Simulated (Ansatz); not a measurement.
Worked calculations on one periodic cell of amorphous Ge30S30: Ge30S30, 60 atoms, volume 1559.6 Å³, made by a melt-quench on the CHGNet potential and relaxed with DFT. It is a model cell: composition and starting density were chosen by hand, and all elements were melted together. Computed with PBE, scalar-relativistic without spin-orbit coupling (plane waves to 420 eV, PAW; Ansatz, an electronic-structure program). Sampling: a 2×2×2 Γ-centred mesh; Fermi-Dirac width 0.05 eV; no spin polarisation. Its volume was held where the quench left it, its shape was held as a cube, and it stands at a mean pressure of 0.5 GPa with stress components up to 0.7 GPa; the relaxation ran on one k-point at (1/4, 1/4, 1/4). Its density went from a set 3.34 to 3.34 g/cm³. The cell is small and was quenched far faster than a real film, so it is one sample of the glass.

Total energies at the same level (extrapolated to zero smearing): the glass cell -155920.251 eV at 0.5 GPa; orthorhombic GeS, relaxed, -20790.3263 eV for 8 atoms.

Q: How much energy would crystallisation to that phase release at 0 K?

A: Per atom: -155920.251/60 − (-20790.3263/8) = -2598.6709 − (-2598.7908) = +0.1199 eV. A formula unit has 2 atoms, so this is 2 × 0.1199 = 0.240 eV, or 23 kJ/mol (1 eV = 96.485 kJ/mol). Read it as an upper bound for a slowly cooled glass; no measured value is set beside it.

Cut-offs for bonds: Ge-Ge 2.85 Å, Ge-S 2.78 Å, S-S 2.39 Å. Counted neighbours: Ge: 1 with 2, 21 with 3, 8 with 4; S: 10 with 2, 19 with 3, 1 with 4.

Q: Set the mean coordination against the 8 − N rule, and count mechanical constraints (r/2 for stretching, 2r − 3 for bending at each atom with r ≥ 2) against the 3 degrees of freedom.

A: The rule gives (30 × 4 + 30 × 2)/60 = 3.00; the cell has 178/60 = 2.97. Summing the constraints over the counted atoms gives 265.0/60 = 4.42 per atom, so by this count the network is rigid and over-constrained. The count takes every angle as intact, which overstates rigidity where angles are soft (at over-coordinated atoms).
